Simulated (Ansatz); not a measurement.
The structure below was relaxed with Kohn–Sham DFT with the PBE functional, run in Ansatz (an electronic-structure program) with PAW and 420 eV plane waves, no spin-orbit coupling, at pressure 5 GPa.

Space group Fm-3m (No. 225); a = 4.305 Å, b = 4.305 Å, c = 4.305 Å, α = 90.00°, β = 90.00°, γ = 90.00°

```json
[
 {"atom": "Ti", "site": "4a", "symmetry": "m-3m", "x": "0.0000", "y": "0.0000", "z": "0.0000"},
 {"atom": "C", "site": "4b", "symmetry": "m-3m", "x": "0.5000", "y": "0.5000", "z": "0.5000"}
]
```

Write out a cell with all atoms.


```xyz
8
Lattice="4.3054 0.0000 0.0000 0.0000 4.3054 0.0000 0.0000 0.0000 4.3054" Properties=species:S:1:pos:R:3 pbc="T T T"
Ti     0.0000     0.0000     0.0000
C      2.1527     0.0000     0.0000
Ti     0.0000     2.1527     2.1527
C      2.1527     2.1527     2.1527
Ti     2.1527     0.0000     2.1527
C      0.0000     0.0000     2.1527
Ti     2.1527     2.1527     0.0000
C      0.0000     2.1527     0.0000
```
This is the conventional cell.

Load acts through the strain it causes; cell and atoms are relaxed under it. Stability against distortions was not tested. Competing high-pressure phases were not computed. The final runs are not spin-polarised. The cell was made from TiC in the rock salt structure (space group Fm-3m, No. 225) by this change: pressure 5 GPa.
